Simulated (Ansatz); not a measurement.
The reference is NaCl in the rock salt structure (space group Fm-3m, No. 225).

```
NaCl
1.0
    0.00000     2.84789     2.84789
    2.84789     0.00000     2.84789
    2.84789     2.84789     0.00000
Na Cl
1 1
Direct
  0.00000   0.00000   0.00000
  0.50000   0.50000   0.50000
```

Level of theory: PBE/PAW in Ansatz (an electronic-structure program), without spin-orbit coupling.

Its conduction minimum is a single valley at Γ with mass 0.40 mₑ.

One thing is altered: electron doping at 3.0×10^21 cm⁻³ (0.139 per cell), with a uniform compensating background at fixed cell and a 300 K Fermi–Dirac width.

Task: Where would a parabolic band put the Fermi level, and where does the calculation put it?

Result: k_F = (3π²n)^(1/3) = 0.446 Å⁻¹, so ħ²k_F²/2m = 1.9 eV above the band edge at zero temperature. The calculation gives 1.40 eV (to 0.05 eV), close to the parabolic estimate.

Carriers are added with a uniform compensating background; total energy and stress of such cells depend on the potential's zero and are not compared; many-body gap narrowing is missing at this level. The levels and masses belong to the bands next to the band gap. Effective masses come from finite differences of ±0.01 Å⁻¹. Stability against distortions was not tested.
